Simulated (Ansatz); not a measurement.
System: Hf vacancy in hcp Hf (neutral cell). Method: PBE, PAW (plane waves to 420 eV; Ansatz, a program for electronic structure).

36-site cell at the relaxed PBE lattice, a 2×2×2 k-point mesh shifted by half a step along c, smearing 0.10 eV, spin-restricted, no finite-size correction. Static, classical nuclei. Spin-orbit coupling is left out. Forms of the defect that were not tried may lie lower.

Barriers: single points on a 3×3×3 k-point mesh shifted by half a step along c at the bands' geometries (they differ from the bands' own by up to 0.13 eV, and are uncertain by about as much).

A. one Hf atom jumps into the vacancy from a nearby Hf site; the atom moves 3.21 Å along (1.00, 0.00, 0.00) of the unit cell; the moving atom starts with neighbours 2 Hf at 3.12, 5 Hf at 3.14, Hf at 3.17, Hf at 3.21, Hf at 3.24, Hf at 3.26 Å and ends with 2 Hf at 3.12, 5 Hf at 3.14, Hf at 3.17, Hf at 3.21, Hf at 3.24, Hf at 3.27 Å; saddle order not checked, on a symmetry element.
B. one Hf atom jumps into the vacancy from a nearby Hf site; the atom moves 3.08 Å along (0.66, 0.33, 0.49) of the unit cell; the moving atom starts with neighbours 2 Hf at 3.14, 3 Hf at 3.15, 4 Hf at 3.19, 2 Hf at 3.21 Å and ends with 2 Hf at 3.14, 3 Hf at 3.14, 3 Hf at 3.19, Hf at 3.20, 2 Hf at 3.21 Å; saddle order not checked, on a symmetry element.

A band can be held on a symmetry element, so unchecked saddle points there may be too high.

Q: Order them by forward barrier (lowest first) at the level PBE, PAW.

A: A (0.84 eV), B (0.99 eV)
